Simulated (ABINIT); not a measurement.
ABINIT run on Re (P6_3/mmc, 2 atoms in the cell): self-consistent single point

Method: PBE, PAW (JTH v2.0 PBE PAW) (plane waves; ABINIT).

This input was run:

```
# Re, JTH v2.0 PBE PAW
pp_dirpath "./"
pseudos "Re.GGA_PBE-JTH.xml"
acell 2.7823560125 2.7823560125 4.4961260000 Angstrom
rprim
         0.5000000000   -0.8660254038    0.0000000000
         0.5000000000    0.8660254038    0.0000000000
         0.0000000000    0.0000000000    1.0000000000
natom 2
ntypat 1
znucl 75
typat 1 1
xred
         0.3333333333    0.6666666667    0.2500000000
         0.6666666667    0.3333333333    0.7500000000
ecut 20 Ha
pawecutdg 40 Ha
occopt 7
tsmear 0.00367493
nband 21
kptopt 1
ngkpt 14 14 7
nshiftk 1
shiftk 0 0 0
nstep 50
toldfe 1.0e-09
prtwf 0
prtden 0
prtvol 1
enunit 2
```

The program printed (abridged):

```
 Symmetries : space group P6_3/m m c (#194); Bravais hP (primitive hexag.)

 -outvars: echo values of preprocessed input variables --------
            acell      5.2578908678E+00  5.2578908678E+00  8.4964467989E+00 Bohr
             ecut      2.00000000E+01 Hartree
           enunit           2
              ixc     -101130
         kptrlatt       14    0    0      0   14    0      0    0    7
          kptrlen      5.94751276E+01
            natom           2
            nband          21
            ngfft          24      24      36
          ngfftdg          30      30      50
             nkpt          96
            nstep          50
             nsym          24
           ntypat           1
           occopt           7
        pawecutdg      4.00000000E+01 Hartree
            rprim      5.0000000000E-01 -8.6602540380E-01  0.0000000000E+00
                       5.0000000000E-01  8.6602540380E-01  0.0000000000E+00
                       0.0000000000E+00  0.0000000000E+00  1.0000000000E+00
          spgroup         194
           toldfe      1.00000000E-09 Hartree
           tsmear      3.67493000E-03 Hartree
            typat      1  1
           useylm           1
             xred      3.3333333333E-01  6.6666666667E-01  2.5000000000E-01
                       6.6666666667E-01  3.3333333333E-01  7.5000000000E-01
            znucl       75.00000

== DATASET  1 ==================================================================

 Real(R)+Recip(G) space primitive vectors, cartesian coordinates (Bohr,Bohr^-1):
 R(1)=  2.6289454 -4.5534671  0.0000000  G(1)=  0.1901903 -0.1098064  0.0000000
 R(2)=  2.6289454  4.5534671  0.0000000  G(2)=  0.1901903  0.1098064  0.0000000
 R(3)=  0.0000000  0.0000000  8.4964468  G(3)=  0.0000000  0.0000000  0.1176963
 Unit cell volume ucvol=  2.0341881E+02 bohr^3
 Angles (23,13,12)=  9.00000000E+01  9.00000000E+01  1.20000000E+02 degrees

 Coarse grid specifications (used for wave-functions):

 getcut: wavevector=  0.0000  0.0000  0.0000  ngfft=  24  24  36
         ecut(hartree)=     20.000   => boxcut(ratio)=   2.10467

 Fine grid specifications (used for densities):

 getcut: wavevector=  0.0000  0.0000  0.0000  ngfft=  30  30  50
         ecut(hartree)=     40.000   => boxcut(ratio)=   2.00556

   2.89580778E+03                                ecore*ucvol(ha*bohr**3)

 newkpt: prtvol=0 or 1, do not print more k-points.
_setup2: Arith. and geom. avg. npw (full set) are     869.068     869.053

--- !BeginCycle
solver: {iscf: 17, nstep: 50, nline: 4, wfoptalg: 10, }
tolerances: {toldfe: 1.00E-09, }
...

     iter   Etot(hartree)      deltaE(h)  residm     nres2
 ETOT  1  -159.69548069273    -1.597E+02 2.411E+00 7.690E+00
 ETOT  2  -160.46578218632    -7.703E-01 2.358E-02 1.101E+00
 ETOT  3  -160.46576631473     1.587E-05 2.648E-02 2.902E-01
 ETOT  4  -160.46583008340    -6.377E-05 4.847E-03 2.126E-03
 ETOT  5  -160.46582903271     1.051E-06 1.204E-03 1.751E-04
 ETOT  6  -160.46582928735    -2.546E-07 1.200E-03 6.997E-06
 ETOT  7  -160.46582928323     4.118E-09 9.555E-04 1.150E-06
 ETOT  8  -160.46582928230     9.340E-10 8.495E-04 6.476E-09
 ETOT  9  -160.46582928230     2.785E-12 4.514E-04 3.672E-09

 At SCF step    9, etot is converged :
  for the second time, diff in etot=  2.785E-12 < toldfe=  1.000E-09

 Cartesian components of stress tensor (hartree/bohr^3)
  sigma(1 1)=  1.24362574E-04  sigma(3 2)=  0.00000000E+00
  sigma(2 2)=  1.24362572E-04  sigma(3 1)=  0.00000000E+00
  sigma(3 3)=  1.29758188E-04  sigma(2 1)=  0.00000000E+00

 ----iterations are completed or convergence reached----

 reduced coordinates (array xred) for    2 atoms
       0.333333333333      0.666666666667      0.250000000000
       0.666666666667      0.333333333333      0.750000000000
 cartesian forces (eV/Angstrom) at end:
    1      0.00000000000000     0.00000000000000    -0.00000000000000
    2     -0.00000000000000    -0.00000000000000    -0.00000000000000
 frms,max,avg= 7.0224038E-27 1.0533606E-26   0.000E+00  0.000E+00  0.000E+00 e/A
 length scales=  5.257890867813  5.257890867813  8.496446798947 bohr
              =  2.782356012500  2.782356012500  4.496126000000 angstroms
 Fermi (or HOMO) energy (hartree) =   0.36544   Average Vxc (hartree)=  -0.52246
 Eigenvalues (hartree) for nkpt=  96  k points:
 kpt#   1, nband= 21, wtk=  0.00073, kpt=  0.0000  0.0000  0.0000 (reduced coord)
  -2.57040   -2.56638   -1.18813   -1.15253   -1.15253   -1.14660   -1.14660   -1.14596
   0.00991    0.12971    0.31121    0.31159    0.31159    0.34115    0.34115    0.37446
   0.37446    0.38662    0.48716    0.48716    0.72177
      occupation numbers for kpt#   1
   2.00000    2.00000    2.00000    2.00000    2.00000    2.00000    2.00000    2.00000
   2.00000    2.00000    2.00000    2.00000    2.00000    2.00000    2.00000    0.00052
   0.00052    0.00000    0.00000    0.00000    0.00000
 prteigrs : prtvol=0 or 1, do not print more k-points.

 Fermi (or HOMO) energy (eV) =   9.94409   Average Vxc (eV)= -14.21689
 Eigenvalues (   eV  ) for nkpt=  96  k points:
 kpt#   1, nband= 21, wtk=  0.00073, kpt=  0.0000  0.0000  0.0000 (reduced coord)
 -69.94425  -69.83484  -32.33078  -31.36197  -31.36197  -31.20055  -31.20055  -31.18319
   0.26954    3.52959    8.46850    8.47884    8.47884    9.28305    9.28305   10.18948
  10.18948   10.52047   13.25620   13.25620   19.64025
 prteigrs : prtvol=0 or 1, do not print more k-points.

--- !EnergyTerms
comment             : Components of total free energy in Hartree
kinetic             :  3.68534830808013E+01
hartree             :  2.25689307193405E+01
xc                  : -2.48572902459882E+01
Ewald energy        : -1.39211734861717E+02
psp_core            :  1.42356932432429E+01
local_psp           : -6.34944854394505E+01
spherical_terms     : -6.56012403860755E+00
internal            : -1.60465527542379E+02
'-kT*entropy'       : -2.62923972072101E-04
total_energy        : -1.60465790466351E+02
total_energy_eV     : -4.36649622077821E+03
...

-Cartesian components of stress tensor (GPa)         [Pressure= -3.7118E+00 GPa]
- sigma(1 1)=  3.65887265E+00  sigma(3 2)=  0.00000000E+00
- sigma(2 2)=  3.65887257E+00  sigma(3 1)=  0.00000000E+00
- sigma(3 3)=  3.81761706E+00  sigma(2 1)=  0.00000000E+00

 Calculation completed.
```

The run converged in 9 iterations.

The starting cell has typed, rounded lattice constants, without a prior relaxation at this level. Its lattice was rescaled by a random factor within 2.5 % of one. Spin polarisation is off. With a pressure of about -4 GPa the cell is away from its equilibrium volume at this level.

These are the values that this program gave, and no reference: the one-centre exchange-correlation terms come from a truncated expansion.

Cost on one core of a shared machine: roughly 2 min.
